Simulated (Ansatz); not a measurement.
Ansatz (a program for electronic structure) run on a defect of Mo (1 atoms in the cell): self-consistent single point.

Method: LDA (PW92), default PAW files made with PBE (plane waves; Ansatz).

The change in words: 2 x 1 x 1 supercell, one Mo atom taken out, nothing relaxed; kpoints.mp_grid.grid: 15 15 15 → 8 15 15. Reference geometry:
```xyz
1
Lattice="-1.5671 1.5671 1.5671 1.5671 -1.5671 1.5671 1.5671 1.5671 -1.5671" Properties=species:S:1:pos:R:3 pbc="T T T"
Mo     0.0000     0.0000     0.0000
```

Reference input (self-consistent single point, DFT, LDA (PW92), plane waves, default PAW files made with PBE): basis.ecutwfc = 420 eV; kpoints.mp_grid.grid = 15 15 15; hamiltonian.xc = lda; hamiltonian.pseudopotentials = {kind: paw} (the program's default PAW files); scf.occupations.method = fermi_dirac; scf.occupations.width = 0.1 eV. This run's input differs from it in these lines:

Ansatz 0.2 input:
```diff
@@ -3,3 +3,3 @@
   lattice:
-    - [-1.567125, 1.567125, 1.567125]
+    - [-3.134250, 3.134250, 3.134250]
     - [1.567125, -1.567125, 1.567125]
@@ -7,3 +7,3 @@
   atoms:
-    - { symbol: Mo, position: [0.000000, 0.000000, 0.000000] }
+    - { symbol: Mo, position: [0.500000, 0.000000, 0.000000] }
 basis:
@@ -12,3 +12,3 @@
   mp_grid:
-    grid: [15, 15, 15]
+    grid: [8, 15, 15]
 hamiltonian:
```

Output (repeated stretches shortened):

```
SCF iter   1: F=—  HF=-4839.870667 eV  |F-HF|=—  |Δ(HF+E_count)|=         —  Δρ=1.61e-2  dr2=8.09e-2  ethr=1.77e-3  ⟨swp⟩=5.1  Hψ=32418  notcnv=0
all-band conjugate gradients solve this SCF's bands
preconditioner: auto → LDOS
SCF iter   2: F=—  HF=-4839.858311 eV  |F-HF|=—  |Δ(HF+E_count)|=   1.24e-2  Δρ=9.21e-3  dr2=1.95e-2  ethr=5.78e-4  ⟨swp⟩=2.5  Hψ=11817  notcnv=0
preconditioner: auto → none
SCF iter   3: F=—  HF=-4839.853168 eV  |F-HF|=—  |Δ(HF+E_count)|=   5.14e-3  Δρ=1.37e-3  dr2=4.60e-4  ethr=1.39e-4  ⟨swp⟩=1.9  Hψ=7800  notcnv=0
SCF iter   4: F=—  HF=-4839.853161 eV  |F-HF|=—  |Δ(HF+E_count)|=   7.16e-6  Δρ=3.26e-4  dr2=2.16e-5  ethr=3.29e-6  ⟨swp⟩=2.5  Hψ=8362  notcnv=0
SCF iter   5: F=—  HF=-4839.853160 eV  |F-HF|=—  |Δ(HF+E_count)|=   7.04e-7  Δρ=7.27e-5  dr2=1.39e-6  ethr=1.54e-7  ⟨swp⟩=2.7  Hψ=8952  notcnv=0
SCF iter   6: F=-4839.853160 eV  HF=-4839.853160 eV  |F-HF|=2.19e-9  |Δ(HF+E_count)|=   9.22e-9  Δρ=9.03e-6  dr2=1.75e-8  ethr=7.14e-10  ⟨swp⟩=6.3  Hψ=26417  notcnv=0
SCF 1 converged in 6 iterations: F = -4839.853160 eV  dr2 = 1.75e-8
Free energy (F): -4839.853160 eV
Internal energy: -4839.773242 eV  (E = F + TS)
E sigma→0 (E₀):  -4839.813201 eV
Entropy (-TS):   -0.079918 eV (-79.918 meV/atom)
Fermi energy:    8.371601 eV
--- Forces (eV/Å), atoms counted from 1 ---
  atom   1  Mo     0.00000000    -0.00000000    -0.00000000
--- Stress (GPa, compression-positive) ---
      -27.915592      -0.008415      -0.008415
       -0.008415     -19.819183       9.843129
       -0.008415       9.843129     -19.819183
  P = ⅓ Tr σ = -22.5180 GPa (-225.180 kbar)
  The stress holds the Pulay correction. Without it, at fixed plane waves, as pw.x and ABINIT print it: P = -22.5231 GPa
```

The run converged in 6 iterations. Against the reference run the free energy rises by 3.01 eV/atom.

The starting cell has typed, rounded lattice constants, without a prior relaxation at this level. Its lattice was rescaled by up to half a per cent. Spin polarisation is off.

The mesh has a lower symmetry than the crystal, so small forces and shears that the space group forbids can appear.
